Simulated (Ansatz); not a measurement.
# rock-salt HfN (0 0 1) on zinc-blende InAs (0 0 1) (film strained to the substrate, started from cuts of the bulks and a machine-learned relaxation; slabs As6In5 and Hf8N8, which can lie off the formulas)

A periodic stack without vacuum, rock-salt HfN (0 0 1) on zinc-blende InAs (0 0 1) (film strained to the substrate, started from cuts of the bulks and a machine-learned relaxation; slabs As6In5 and Hf8N8, which can lie off the formulas): substrate slab As6In5, film Hf8N8, surface cells [[1, 0], [1, 1]] and [[0, -1], [2, 1]], film strained by -3.8 and -3.8 %, outermost planes As/As and HfN/HfN as cut, which need not be the usual terminations and can put a slab off its formula.

The start was prepared with a machine-learned potential, and the result is one local minimum, with the in-plane cell held and forces under 0.04 eV/Å; the film can end far from its bulk form.

Calculation: PBE (plane waves to 420 eV, PAW; Ansatz, an electronic-structure program). Spin–orbit coupling is left out; the runs are not spin-polarised; PBE gaps are too small against experiment. Its k-point mesh 7×7×1, Fermi–Dirac width 0.05 eV.

The interface area is 19.1 Å². The period comes out as 27.47 Å and the heights between the nearest atoms of the two slabs at the two interfaces is 2.04 and 2.08 Å. The As–Hf contacts across the interfaces within 1.22 times the sum of covalent radii comes out as 6, mean 2.99 Å.

```
CELL_PARAMETERS angstrom
      4.37397     0.00032     0.02237
     -0.00001     4.37385    -0.03545
     -0.95121     1.60077    27.45056
ATOMIC_POSITIONS crystal
  As 0.08127 0.32897 0.15881
  As 0.56212 0.90010 0.04347
  As 0.12229 0.26286 0.38409
  As 0.60248 0.79905 0.27149
  As 0.13732 0.19288 0.61218
  As 0.64785 0.72726 0.49675
  In 0.09216 0.81012 0.21519
  In 0.57096 0.39651 0.10317
  In 0.13849 0.74514 0.44033
  In 0.61187 0.28145 0.32775
  In 0.61157 0.20972 0.55237
  Hf 0.01208 0.13769 0.78686
  Hf 0.51647 0.63853 0.78727
  Hf 0.49728 0.16536 0.70072
  Hf 0.01173 0.66991 0.68630
  Hf 0.04831 0.06682 0.96762
  Hf 0.54607 0.58637 0.95611
  Hf 0.52884 0.11472 0.86893
  Hf 0.02996 0.60998 0.86996
  N  0.51155 0.13929 0.78151
  N  0.01405 0.64067 0.78132
  N  0.99180 0.16329 0.70823
  N  0.50907 0.66481 0.70150
  N  0.54486 0.09701 0.94761
  N  0.04574 0.57413 0.95494
  N  0.03144 0.10877 0.87654
  N  0.52955 0.61221 0.87431
```
